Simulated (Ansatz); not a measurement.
The parent structure is BeTe in the zinc blende structure (space group F-43m, No. 216).

```
BeTe
1.0
    0.00000     2.77712     2.77712
    2.77712     0.00000     2.77712
    2.77712     2.77712     0.00000
Be Te
1 1
Direct
  0.00000   0.00000   0.00000
  0.25000   0.25000   0.25000
```

Cartesian axes are those of the cell as printed.

All numbers come from Ansatz (a program for electronic structure) LDA, spin-orbit coupling left out.

Base values:

The band gap comes out as 1.79 eV and the valence-band top at Γ comes out as 0.00, 0.00, 0.00 eV.

The change: a pure shear with ε_xy = ε_yx = 0.0171, atoms relaxed at fixed cell.

What happens to the band gap?

The band gap drops by 0.22 eV, from 1.79 eV to 1.57 eV.

Predict the new stress.

The stress (xx, yy, zz, yz, xz, xy; compression positive) amounts to (0.07, 0.07, -0.01, 0.00, 0.00, -1.83) GPa.

Predict the new valence-band top at Γ.

The valence-band top at Γ (three highest levels, from the VBM) changes from 0.00, 0.00, 0.00 eV to 0.00, -0.16, -0.29 eV.

With Te present, leaving out spin-orbit coupling can change the band edges. The cells carry an imposed strain or load. Stability against distortions was not tested.
